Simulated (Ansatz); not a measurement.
Consider NiSi (space group Pnma, No. 62; non-magnetic).

```
CELL_PARAMETERS angstrom
      5.18983     0.00000     0.00000
      0.00000     3.35027     0.00000
      0.00000     0.00000     5.62355
ATOMIC_POSITIONS crystal
  Ni 0.50791 0.25000 0.68824
  Ni 0.00791 0.25000 0.81176
  Ni 0.49209 0.75000 0.31176
  Ni 0.99209 0.75000 0.18824
  Si 0.67925 0.25000 0.08277
  Si 0.17925 0.25000 0.41723
  Si 0.32075 0.75000 0.91723
  Si 0.82075 0.75000 0.58277
```

Cartesian axes are those of the cell as printed.

Level of theory: PBE in Ansatz (plane waves to 420 eV, PAW, no spin-orbit coupling), earlier PAW set.

Base values:

| Item | Value |
|---|---|
| Pressure | 0.0 GPa |
| Shortest interatomic distance | 228.7 pm |

Modification: biaxial strain −0.94 %, plane normal [001], relaxed out of plane (Cartesian); in-plane vectors clamped, the third vector and the atoms free.

Question: What happens to the pressure and shortest interatomic distance?

Answer: The pressure (mean of the normal stresses, compression positive) goes from zero to 1.9 GPa; the shortest interatomic distance drops by 0.66 pm, from 228.7 pm to 228.1 pm.

Whether these cells are dynamically stable was not tested. Seeded moments were not kept for the base. All final runs are without spin polarisation.

Ansatz is a first-principles code.
